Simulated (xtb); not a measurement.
xtb 6.7.1, GFN1-xTB: Fc1cc(F)c(F)c(-c2ccc(-c3c(F)c(F)cc(F)c3F)cc2)c1F, 32 atoms. The geometry is a generated start, not checked to be a minimum at this level.

```json
{
 "run_flags": "--grad",
 "method": "GFN1-xTB",
 "--acc": "1 (default)",
 "--etemp (K)": "300 (default)",
 "basis_functions": "116",
 "valence_electrons": "134"
}
```

One run each on 1 thread. Values of broydamp tried: 0.02, 0.05, 0.1, 0.2, 0.4 (default), 0.6, 0.8, 1.

Task: Predict the course of the SCC iterations along this series.

Result: Fewest SCC iterations, within one of each other: 0.4 (default) with 10, 0.6 with 11, 0.8 with 11. The count rises to 17 at 0.02. All converge to one solution.

| broydamp | SCC iterations | end |
|---|---|---|
| 0.02 | 17 | same solution |
| 0.05 | 15 | same solution |
| 0.1 | 13 | same solution |
| 0.2 | 12 | same solution |
| 0.4 (default) | 10 | same solution |
| 0.6 | 11 | same solution |
| 0.8 | 11 | same solution |
| 1 | 12 | same solution |
